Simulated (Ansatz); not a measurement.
CsCl-type NiAl, treated with r²SCAN+rVV10 (plane waves, PAW; Ansatz, a first-principles code).

Total energies, extrapolated to zero smearing (they compare only within this program, potentials and cutoff):

Magnetic elements are taken in their magnetic phases.

```csv
system,energy (eV/atom)
"CsCl-type NiAl, relaxed",-3192.8267
fcc Al,-539.9908
fcc Ni,-5844.3233
```

Task: Work out the enthalpy of formation per atom.

Result: ΔH_f ≈ ΔE = -3192.8267 − [1 × (-539.9908) + 1 × (-5844.3233)]/2 = -0.670 eV/atom (0 K, no vibrations). The reference value is -0.640 ± 0.01 eV/atom (measured, 298 K, copied from a table, unchecked, no zero-point or thermal correction; as tabulated in Wang et al. (2021), doi:10.1038/s41598-021-94550-5), a difference of -0.030 eV/atom.

The PAW data were made under PBE.
